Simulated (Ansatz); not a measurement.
# Carrier properties of CdSe under load (space group P6_3mc)

Consider the following.

```yaml
crystal:
  lattice:
    - [4.34415, 0.00000, 0.00000]
    - [-2.17207, 3.76214, 0.00000]
    - [0.00000, 0.00000, 7.08792]
  atoms:
    - { symbol: Cd, position: [0.33333, 0.66667, 0.99957] }
    - { symbol: Cd, position: [0.66667, 0.33333, 0.49957] }
    - { symbol: Se, position: [0.33333, 0.66667, 0.37543] }
    - { symbol: Se, position: [0.66667, 0.33333, 0.87543] }
```

Level of theory: PBE with spin-orbit coupling, rigid bands (plane waves, PAW; Ansatz, a program for electronic structure). Condition of this run: hydrostatic pressure of -1.4 GPa (compression positive) (the target of the relaxation). How the cell was made: cell and atoms relaxed with PBEsol, then loaded as said.

```yaml
band_gap: 0.49 eV
electron conductivity mass (300 K, dilute): 0.072 (x), 0.072 (y), 0.068 (z) mₑ
hole conductivity mass (300 K, dilute): 0.94 (x), 0.94 (y), 1.17 (z) mₑ
effective density of states N_c (300 K): 4.3e17 cm⁻³
effective density of states N_v (300 K): 2.4e19 cm⁻³
density_of_states_mass_electrons: 0.066 mₑ
density_of_states_mass_holes: 0.98 mₑ
Seebeck coefficient, n-type 1e19 cm⁻³, 300 K: -51 μV/K
best n-type power factor at 300 K for τ = 10 fs (best axis; densities from 1e16 to 1e21 cm⁻³ tried, whether or not they can be reached): 0.96 μW/(cm·K²) at 1e18 cm⁻³
Seebeck coefficient, p-type 1e19 cm⁻³, 300 K: 320 μV/K
best p-type power factor at 300 K for τ = 10 fs (best axis; densities from 1e16 to 1e21 cm⁻³ tried, whether or not they can be reached): 5.6 μW/(cm·K²) at 1e20 cm⁻³
```

Rigid bands; masses and Seebeck coefficients take one relaxation time τ for all states and one kind of carrier; polarons and phonon drag are left out. Geometry: cell and atoms relaxed with PBEsol.
